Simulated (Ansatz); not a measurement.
**WSi2 (space group I4/mmm, No. 139)**

```
WSi2
1.0
   -1.60615     1.60615     3.90288
    1.60615    -1.60615     3.90288
    1.60615     1.60615    -3.90288
W Si
1 2
Cartesian
  0.00000   0.00000   0.00000
  0.00000   0.00000   2.61388
  0.00000   0.00000   5.19189
```

Calculations: r2SCAN, PAW, 500 eV (Ansatz, a quantum-chemistry and plane-wave program; no spin-orbit coupling), earlier PAW set. k-mesh 20×20×20 (Γ-centred); smearing 0.05 eV (Fermi–Dirac).

```json
{
  "volume_per_atom": "13.42 Å³",
  "density": "9.90 g/cm³",
  "band_gap": "zero",
  "total_energy": "-3892.439 eV/atom (σ→0; compares only within this code and set-up)"
}
```

No phonon test of stability was made. All final runs are without spin polarisation.
